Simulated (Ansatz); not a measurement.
The reference is Ge$_{2}$Sb$_{2}$Te$_{5}$ (space group Cm, No. 8; a = 13.685 Å, b = 6.109 Å, c = 9.651 Å, α = γ = 90.00°, β = 133.99°; a cell from a computed database, its experimental status unchecked).

(Cell as relaxed with PBE.)

Levels (all Ansatz, a first-principles code, PAW): PBE (420 eV, spin-orbit coupling left out); PBEsol (420 eV, spin-orbit coupling left out).

Each level relaxes its own structure.

```tsv
base	PBE	PBEsol
volume per atom	32.25 Å³	29.90 Å³
band gap	zero	zero
```

It is then changed as follows: cell and atoms relaxed at a pressure of 0.7 GPa.

```
quantity              PBE  PBEsol
---------------  --------  ------
volume per atom  31.39 Å³       …
band gap             zero       …
```

What does PBEsol give?


- volume per atom, PBEsol: 29.35 Å³
- band gap, PBEsol: zero

PBE's volume per atom lies 2.04 Å³ above PBEsol's (7.0 %); the two agree on the band gap. Neither level is exact; PBEsol is the comparison here, not a measurement.

With Sb and Te present, leaving out spin-orbit coupling can change the band edges. Load acts through the strain it causes; cell and atoms are relaxed under it. Whether these cells are dynamically stable was not tested. The final runs are not spin-polarised. Gaps under 0.05 eV, about the width of the smearing, are given as zero. A zero or small gap of Ge2Sb2Te5 can be the functional's error rather than a property of the material.
